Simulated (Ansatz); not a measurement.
# TaSi (model structure, started from the CoSn type, P6/mmm, No. 191, 6 atoms in the cell): volume per atom by level of theory

No measured value is used here.

```
level (code)         value (Å³/atom)
-------------------  ---------------
PBE (Ansatz)                       ?
PBEsol (Ansatz)                18.66
PBE-D3(BJ) (Ansatz)            18.66
```

Question: Fill in the missing entries.

Answer: 
- PBE (Ansatz, a first-principles code), value (Å³/atom): 19.17

Density-functional levels without +SOC have no spin–orbit coupling. Ansatz's density-functional and Hartree–Fock values are scalar-relativistic unless marked +SOC, with PAW data made under PBE.

A model structure was made by putting elements into a prototype or built by hand; it is no filed structure, need not be a known phase, and can be a saddle point held by its symmetry.
